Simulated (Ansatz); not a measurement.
Results of PBEsol in Ansatz (PAW) for CaTiO3 (I4/mcm, No. 140, 10 atoms in the cell; start COD 1567489; high-temperature phase).

Numerical settings: plane-wave cutoff 520 eV, 10×10×10 k mesh, Fermi–Dirac smearing 0.01 eV, no spin polarisation, scalar-relativistic PAW data made under PBE.

Cell (relaxed at this level):

```xyz
10
Lattice="-2.6694 2.6694 3.8775 2.6694 -2.6694 3.8775 2.6694 2.6694 -3.8775" Properties=species:S:1:pos:R:3 pbc="T T T"
Ti     0.0000     0.0000     3.8775
Ti     0.0000     0.0000     0.0000
Ca     2.6694     0.0000     1.9387
Ca     0.0000     2.6694     1.9387
O      1.0106     1.6588     3.8775
O      1.6588     1.0106     0.0000
O      1.6588    -1.0106     3.8775
O      1.0106     3.6800     0.0000
O      0.0000     0.0000     5.8162
O      0.0000     0.0000     1.9387
```

Task: Predict the band gap and direct gap at Γ.

Result: 
band gap: 2.38 eV (direct)
direct gap at Γ: 2.41 eV

Note: held by symmetry at 0 K, a high-temperature phase can be a saddle point.

Computed values are for the static lattice.

Cost on a shared machine: very roughly 70 core-seconds.

Ansatz is a program for electronic structure.
